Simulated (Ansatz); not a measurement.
Candidates (primitive cells; geometry: cell and atoms relaxed with PBEsol):
A. C (P6_3/mmc), a = b = 2.499 Å, c = 4.161 Å, α = β = 90.00°, γ = 120.00°
B. BN (F-43m), a = b = c = 2.550 Å, α = β = γ = 60.00°
C. SrO (Fm-3m), a = 3.622 Å, b = 3.622 Å, c = 3.622 Å, α = 60.00°, β = 60.00°, γ = 60.00°

Question: Rank these by Seebeck coefficient, p-type 1e19 cm⁻³ (lowest first), as PBE, rigid bands in Ansatz (a program for electronic structure) gives it.

Answer: A (276 μV/K), B (400 μV/K), C (534 μV/K)

Seebeck coefficients are for the stated density at 300 K, with one relaxation time for all states and whether or not that doping can be reached. Spin-orbit coupling is left out.
